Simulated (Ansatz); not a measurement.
Take InSe in the beta-GaS type structure (space group P6_3/mmc, No. 194; a = 4.016 Å, c = 16.926 Å; layered, stacked along the Cartesian z axis) as the base.

Levels (all Ansatz, a program for electronic structure, PAW, earlier PAW set): r2SCAN+rVV10 (500 eV, scalar-relativistic without spin-orbit coupling); HSE06 (420 eV, scalar-relativistic without spin-orbit coupling).

Its gap is 0.85 eV with r2SCAN+rVV10 and 1.20 eV with HSE06.

Perturbation: the cell is scaled by 1.0295 in all directions, atoms relaxed at fixed cell.

With r2SCAN+rVV10 the gap becomes 0.57 eV.

Question: If the HSE06 correction stayed the same, what would the HSE06 gap be, and what does the HSE06 run give?

Answer: A rigid correction of +0.35 eV gives 0.92 eV. The HSE06 run gives 0.92 eV, so the two effects roughly add.

Single points use the geometry relaxed with r2SCAN+rVV10. The cells carry an imposed strain or load. No phonon test of stability was made.
